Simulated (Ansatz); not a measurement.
**TlCl: pressure −2 GPa**

Start from TlCl in the CsCl type structure (space group Pm-3m, No. 221; a = 3.7692 Å).

Perturbation: a negative pressure, −2 GPa.

Calculations: Ansatz (an electronic-structure program), PBEsol, PAW, cutoff 420 eV, scalar-relativistic without spin-orbit coupling. Γ-centred 9×9×9 mesh, Fermi–Dirac width 0.05 eV.

```tsv
quantity	base	changed	shift
volume per atom	26.77 Å³	29.07 Å³	+2.30 Å³
density	7.44 g/cm³	6.85 g/cm³	-0.59 g/cm³
shortest interatomic distance	3.264 Å	3.355 Å	+0.091 Å
band gap	1.79 eV	2.01 eV	+0.22 eV
gap character	direct at X	direct at X	–
mean gap deformation potential ΔEg/Δln V	–	+2.6 eV	–
width of the top valence band	2.23 eV	1.90 eV	-0.33 eV
electron mass	0.14 mₑ along k, 0.27 mₑ across (at X)	0.17 mₑ along k, 0.29 mₑ across (at X)	–
hole mass	0.21 mₑ along k, 0.54 mₑ across (at X)	0.27 mₑ along k, 0.61 mₑ across (at X)	–
valley order (the lowest conduction-band minima on the path, energy above the VBM, named in the base's zone)	X along ⟨100⟩ 1.79 eV; R along ⟨111⟩ 2.19 eV	X along ⟨100⟩ 2.01 eV; R along ⟨111⟩ 2.52 eV	–
```

Final structure:

```
TlCl
1.0
    3.87400     0.00000     0.00000
    0.00000     3.87400     0.00000
    0.00000     0.00000     3.87400
Tl Cl
1 1
Direct
  0.00000   0.00000   0.00000
  0.50000   0.50000   0.50000
```

Cost of the whole job for the changed cell (relaxation, final SCF and bands): around 8 core-seconds (rough).

With Tl present, leaving out spin-orbit coupling can change the band edges. Load acts through the strain it causes; cell and atoms are relaxed under it. Effective masses come from finite differences of ±0.01 Å⁻¹. Along k means along the line from Γ to the band edge. Whether these cells are dynamically stable was not tested.
